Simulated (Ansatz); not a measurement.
Cubic perovskite CsPbCl3 (cubic high-temperature phase)

All values below come from LDA (Ansatz, a quantum-chemistry and plane-wave program, PAW).

Settings: plane-wave cutoff 520 eV, 4×4×4 k mesh, scalar-relativistic PAW data made under PBE.

Cell: relaxed at this level.

```json
{
  "elastic constant C11": "70.9 GPa",
  "elastic constant C12": "8.94 GPa",
  "elastic constant C44": "4.14 GPa",
  "Voigt–Reuss–Hill bulk modulus": "29.6 GPa",
  "Voigt–Reuss–Hill shear modulus (Hill average)": "10.6 GPa",
  "young_modulus": "28.4 GPa",
  "poisson_ratio": "0.340"
}
```

Note: the relaxation could not lower the start's symmetry, so the cell can be a saddle point above a distorted one.

Elastic constants are with the ions relaxed.

Spin–orbit coupling is not included; it can shift volumes and moduli of such heavy elements.

Computed values are for the static lattice.
